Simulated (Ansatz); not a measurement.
# A computed series for CaS: response to strain

The parent structure is CaS in the rock salt structure (space group Fm-3m, No. 225; a = 5.633 Å). Axes: x, y, z lie along the cube axes.

Strains are applied to the cell and any free atomic positions relax.

Computed with PBEsol (Ansatz, a program for electronic structure, PAW, no SOC).

Candidates:
(a) uniaxial strain ε_zz = +2.50 %
(b) uniaxial strain ε_zz = −1.50 %
(c) uniaxial strain ε_zz = −2.50 %
(d) uniaxial strain ε_zz = −2.00 %

Before the change:

- Band gap: 2.16 eV

Order them by band gap, lowest first.

(c) uniaxial strain ε_zz = −2.50 % (2.06 eV), (d) uniaxial strain ε_zz = −2.00 % (2.08 eV), (b) uniaxial strain ε_zz = −1.50 % (2.10 eV), (a) uniaxial strain ε_zz = +2.50 % (2.21 eV)

Whether these cells are dynamically stable was not tested.
